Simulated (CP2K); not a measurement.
Worked example: self-consistent single point of a sheet of PtS2 (3 atoms in the cell) in CP2K.

Level of theory: PBEsol, GPW, DZVP-MOLOPT-SR-GTH basis, GTH-PBE potentials (GTH_POTENTIALS) run with CP2K.

```
PtS2
1.0
    3.35403     0.00000     0.00000
   -1.67701     2.90467     0.00000
    0.00000     0.00000    16.79262
Pt S
1 2
Direct
  0.00000   0.00000   0.50000
  0.33333   0.66667   0.58315
  0.66667   0.33333   0.41685
```

Reference input (self-consistent single point, DFT PBE, GPW, DZVP-MOLOPT-SR-GTH basis, GTH-PBE potentials (GTH_POTENTIALS)): CUTOFF = 500 Ry; REL_CUTOFF = 40 Ry; SMEAR/METHOD = FERMI_DIRAC; ELECTRONIC_TEMPERATURE = 1160.45 K; KPOINTS/SCHEME = MONKHORST-PACK 11 11 1; XC_FUNCTIONAL = PBE; Pt/BASIS_SET = DZVP-MOLOPT-SR-GTH-q18; Pt/POTENTIAL = GTH-PBE-q18; S/BASIS_SET = DZVP-MOLOPT-SR-GTH-q6; S/POTENTIAL = GTH-PBE-q6; METHOD = GPW; EPS_DEFAULT = 1e-10. This run's input differs from it in these lines:

```diff
@@ -43,3 +43,6 @@
     &XC
-      &XC_FUNCTIONAL PBE
+      &XC_FUNCTIONAL
+        &PBE
+          PARAMETRIZATION PBESOL
+        &END PBE
       &END XC_FUNCTIONAL
```

Output, abridged:

```
 SCF WAVEFUNCTION OPTIMIZATION

  Step     Update method      Time    Convergence         Total energy    Change
     1 NoMix/Diag. 0.30E+00      -     0.57701144      -140.8901968798 -1.41E+02
     2 Broy./Diag. 0.30E+00      -     0.14189225      -142.5095397042 -1.62E+00
     3 Broy./Diag. 0.30E+00      -     0.05910583      -141.0914477818  1.42E+00
     4 Broy./Diag. 0.30E+00      -     0.01100851      -140.4791399222  6.12E-01
     5 Broy./Diag. 0.30E+00      -     0.00209826      -140.4764234343  2.72E-03
     6 Broy./Diag. 0.30E+00      -     0.00039450      -140.4826382557 -6.21E-03
   [... 10 lines left out ...]
    17 Broy./Diag. 0.30E+00      -     0.00003117      -140.4755343405  1.59E-04
    18 Broy./Diag. 0.30E+00      -     0.00000625      -140.4754136590  1.21E-04
    19 Broy./Diag. 0.30E+00      -     0.00000681      -140.4754528738 -3.92E-05
    20 Broy./Diag. 0.30E+00      -     0.00000089      -140.4754771059 -2.42E-05
  *** SCF run converged in    20 steps ***

  Overlap energy of the core charge distribution:               0.00000000070157
  Self energy of the core charge distribution:               -231.15653223070930
  Core Hamiltonian energy:                                     51.26751100491792
  Hartree energy:                                              55.45836866173466
  Exchange-correlation energy:                                -16.04480748970802
  Electronic entropic energy:                                  -0.00001705298043
  Fermi energy:                                                -0.02320743881137

  Total energy:                                              -140.47547710593105
  Total energy (extrapolated to T->0):                       -140.47546857944084

                     Mulliken Population Analysis

   [... lines left out ...]

 STRESS| Analytical stress tensor [bar]
 STRESS|                        x                   y                   z
 STRESS|      x        2.27800731954E+04   9.73158839103E-01   3.73420594277E-01
 STRESS|      y        9.73158839103E-01   2.27811094609E+04  -2.45447776585E-01
 STRESS|      z        3.73420594277E-01  -2.45447776585E-01  -2.21981432840E+04
 STRESS| 1/3 Trace                                             7.78767979077E+03
```

The run converged in 20 iterations. Against the reference run the largest force goes from 0.445 to 0.810 eV/Å and the gap on the mesh goes from 1.496 to 1.448 eV.

The starting cell was generated: these elements placed on a structure prototype, without a prior relaxation; it need not be a known phase or ordering of this composition. Its lattice was rescaled in the plane by a random factor within 2.5 % of one. Spin-orbit coupling is off. Values carry the incompleteness of an atom-centred basis. The potentials were made for another functional than the one used.

Cost on one core of a shared machine: roughly 40 s.
